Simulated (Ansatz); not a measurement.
# CsPbCl3: Pb → Si

Start from CsPbCl3 in the cubic perovskite structure (space group Pm-3m, No. 221; a = 5.6186 Å).

It is then changed as follows: full substitution Pb → Si, then cell and atoms are relaxed.

Level of theory: PBEsol, PAW, 420 eV (Ansatz, a quantum-chemistry and plane-wave program; scalar-relativistic without spin-orbit coupling). Settings: 7×7×7 k-points, 0.05 eV Fermi–Dirac smearing, for the changed cell.

The volume per atom decreases by 8.92 Å³, from 35.47 Å³ to 26.55 Å³ and the density decreases by 0.84 g/cm³ (4.18 g/cm³ → 3.34 g/cm³). The lattice parameter a drops by 51.74 pm, from 561.9 pm to 510.1 pm and the space group stays Pm-3m (No. 221). The band gap changes from 1.83 eV to zero.

Final structure:

```yaml
crystal:
  lattice:
    - [5.10120, 0.00000, 0.00000]
    - [0.00000, 5.10120, 0.00000]
    - [0.00000, 0.00000, 5.10120]
  atoms:
    - { symbol: Cs, position: [0.00000, 0.00000, 0.00000] }
    - { symbol: Si, position: [0.50000, 0.50000, 0.50000] }
    - { symbol: Cl, position: [0.00000, 0.50000, 0.50000] }
    - { symbol: Cl, position: [0.50000, 0.50000, 0.00000] }
    - { symbol: Cl, position: [0.50000, 0.00000, 0.50000] }
```

With Pb present, leaving out spin-orbit coupling can change the band edges. Stability against distortions was not tested. As relaxed here, CsSiCl3 is a hypothetical phase, not in the database extracts checked. The final runs are not spin-polarised. Many cubic perovskites are stable only at high temperature; tilts and polar distortions were not tested. This is not the structure that CsPbCl3 has at room temperature and ambient pressure. A zero or small gap of CsSiCl3 can be the functional's error rather than a property of the material.
